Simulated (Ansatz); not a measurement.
A self-consistent single point of TlSbWO6 (Ima2, 18 atoms in the cell) with Ansatz (a program for electronic structure).

Method: r2SCAN, default PAW files made with PBE (plane waves; Ansatz).

```
TlSbWO6
1.0
   -3.60894     5.16495     3.66120
    3.60894    -5.16495     3.66120
    3.60894     5.16495    -3.66120
Tl Sb W O
2 2 2 12
Direct
  0.29129   0.69344   0.09785
  0.59559   0.19344   0.90215
  0.99905   0.99905   0.00000
  0.99905   0.49905   0.50000
  0.49850   0.49664   0.50186
  0.99478   0.99664   0.49814
  0.30763   0.24954   0.55809
  0.69145   0.74954   0.44191
  0.92756   0.25269   0.17487
  0.07782   0.75269   0.82513
  0.93653   0.24760   0.56723
  0.68037   0.36930   0.43277
  0.93653   0.86930   0.18893
  0.68037   0.74760   0.81107
  0.31978   0.25403   0.18807
  0.06596   0.13171   0.81193
  0.31978   0.63171   0.56575
  0.06596   0.75403   0.43425
```

Reference input (self-consistent single point, DFT, PBEsol, plane waves, default PAW files made with PBE): basis.ecutwfc = 420 eV; kpoints.mp_grid.grid = 3 3 3; hamiltonian.xc = pbesol; hamiltonian.pseudopotentials = {kind: paw} (the program's default PAW files); scf.occupations.method = gaussian; scf.occupations.width = 0.05 eV. This run's input differs from it in these lines:

Ansatz 0.2 input:
```diff
@@ -25,3 +25,3 @@
 basis:
-  ecutwfc: 420.0
+  ecutwfc: 500.0
 kpoints:
@@ -29,3 +29,3 @@
 hamiltonian:
-  xc: pbesol
+  xc: r2scan
   pseudopotentials: { kind: paw }
```

Output, abridged:

```
SCF iter   1: F=—  HF=-63534.383290 eV  |F-HF|=—  |Δ(HF+E_count)|=         —  Δρ=1.00e-2  dr2=3.11e-1  dr2_τ=1.00e0  ethr=1.77e-3  ⟨swp⟩=5.1  Hψ=2984  notcnv=0  defer=20
all-band conjugate gradients solve this SCF's bands
preconditioner: auto → Resta (q_TF=auto, 2.485 Å⁻¹)
SCF iter   2: F=—  HF=-63534.613050 eV  |F-HF|=—  |Δ(HF+E_count)|=   2.30e-1  Δρ=5.32e-3  dr2=3.26e-2  dr2_τ=1.75e-2  ethr=2.00e-4  ⟨swp⟩=2.1  Hψ=1408  notcnv=0  defer=96
   [... lines left out ...]
SCF iter   7: F=—  HF=-63534.613680 eV  |F-HF|=—  |Δ(HF+E_count)|=   3.07e-6  Δρ=1.82e-5  dr2=1.09e-6  dr2_τ=8.91e-8  ethr=6.99e-9  ⟨swp⟩=2.0  Hψ=1199  notcnv=0  defer=96
SCF iter   8: F=—  HF=-63534.613680 eV  |F-HF|=—  |Δ(HF+E_count)|=   2.35e-7  Δρ=1.11e-5  dr2=3.22e-7  dr2_τ=3.94e-8  ethr=6.98e-10  ⟨swp⟩=2.0  Hψ=1139  notcnv=0  defer=96
SCF iter   9: F=-63534.613680 eV  HF=-63534.613680 eV  |F-HF|=3.71e-10  |Δ(HF+E_count)|=   1.46e-8  Δρ=3.71e-6  dr2=3.53e-8  dr2_τ=4.19e-9  ethr=6.41e-11  ⟨swp⟩=12.0  Hψ=3669  notcnv=0
SCF 1 converged in 9 iterations: F = -63534.613680 eV  dr2 = 3.53e-8
Free energy (F): -63534.613680 eV
Internal energy: -63534.613680 eV  (E = F + TS)
E sigma→0 (E₀):  -63534.613680 eV
Fermi energy:    7.686746 eV
--- Forces (eV/Å), atoms counted from 1 ---
  atom   1  Tl     0.00000000     0.00852664    -0.05198761
  atom   2  Tl     0.00000000    -0.00852664    -0.05198761
  atom   3  Sb     0.00000000     0.00000000     0.07410326
  atom   4  Sb     0.00000000     0.00000000     0.07410326
  atom   5  W      0.00000000     0.12281617    -0.34348078
  atom   6  W      0.00000000    -0.12281617    -0.34348078
  atom   7  O      0.00000000    -0.28237278     0.18758710
  atom   8  O      0.00000000     0.28237278     0.18758710
  atom   9  O      0.00000000     0.11487702     0.02855529
   [... lines left out ...]
  atom  18  O      0.26298101    -0.14357256     0.01858710
--- Stress (GPa, compression-positive) ---
       -1.646189       0.000000       0.000000
        0.000000      -1.715156       0.000000
        0.000000       0.000000      -1.881354
  P = ⅓ Tr σ = -1.7476 GPa (-17.476 kbar)
  The stress holds the Pulay correction. Without it, at fixed plane waves, as pw.x and ABINIT print it: P = -1.8169 GPa
```

The run converged in 9 iterations. Against the reference run the pressure goes from -0.82 to -1.75 GPa, the largest force hardly changes (0.362 to 0.365 eV/Å) and the gap on the mesh goes from 2.805 to 3.296 eV.

The starting cell comes from a database of computed structures (which also holds hypothetical and non-ambient phases and stackings), without a prior relaxation at this level. Its lattice was rescaled by a random factor within 2.5 % of one. Spin-orbit coupling is off. Ansatz's pressure includes its estimate of the finite-basis (Pulay) stress.
